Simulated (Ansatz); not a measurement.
Start from Re in the diamond structure (space group Fd-3m, No. 227; a = 5.5945 Å; a hypothetical phase, not in the database extracts checked; relaxed with 0.1 eV smearing). Axes: x, y, z lie along the cube axes.

Method: PBEsol, PAW, 420 eV (Ansatz, an electronic-structure program; no spin-orbit coupling).

It is then changed as follows: uniaxial strain ε_zz = −1.69 %, all other strain components held at zero; the atoms relax in the strained cell.

Predict the stress tensor and what it implies for the stiffness.

Stress of the strained cell less that of the base (GPa, compression positive):
```
    3.2     0.0     0.0
    0.0     3.2     0.0
    0.0     0.0     3.6
```

Then −Δσ_ii/ε with ε = -0.0169 gives secant stiffness values (nonlinear terms included at this strain): C33 ≈ 215 GPa, C13 ≈ 190 GPa and C23 ≈ 190 GPa.

As a check, the harmonic strain energy −½ V₀ Δσ:ε is 4.2 meV/atom; the computed energy rise is 4.2 meV/atom.

Stability against distortions was not tested. The final runs are not spin-polarised.
